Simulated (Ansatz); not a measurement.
The structure below was relaxed with PBEsol (Ansatz, a program for electronic structure, PAW, without spin-orbit coupling).

Space group Cmmm (No. 65); a = 5.3318 Å, b = 7.9381 Å, c = 16.9040 Å, α = β = γ = 90.00°

| atom | site | symmetry | x | y | z |
|---|---|---|---|---|---|
| Ba | 2a | mmm | 0.0000 | 0.0000 | 0.0000 |
| Cs | 4l | mm2 | 0.0000 | 0.5000 | 0.2342 |
| Cs | 2d | mmm | 0.5000 | 0.5000 | 0.5000 |

Question: Write out a cell with all atoms.

Answer: 
```xyz
8
Lattice="5.3318 0.0000 0.0000 0.0000 7.9381 0.0000 0.0000 0.0000 16.9040" Properties=species:S:1:pos:R:3 pbc="T T T"
Ba     0.0000     0.0000     0.0000
Cs     2.6659     0.0000     3.9590
Cs     0.0000     0.0000     8.4520
Cs     2.6659     0.0000    12.9450
Ba     2.6659     3.9691     0.0000
Cs     0.0000     3.9691     3.9590
Cs     2.6659     3.9691     8.4520
Cs     0.0000     3.9691    12.9450
```
This is the conventional cell.

These are small ordered cells, not random alloys; other orderings at the same x differ. No phonon test of stability was made. The final runs are not spin-polarised. An odd electron count without spin: Cs3Ba. The cell was made from Ba by this change: x(Cs) = 0.75, 4 atoms, Cmmm.
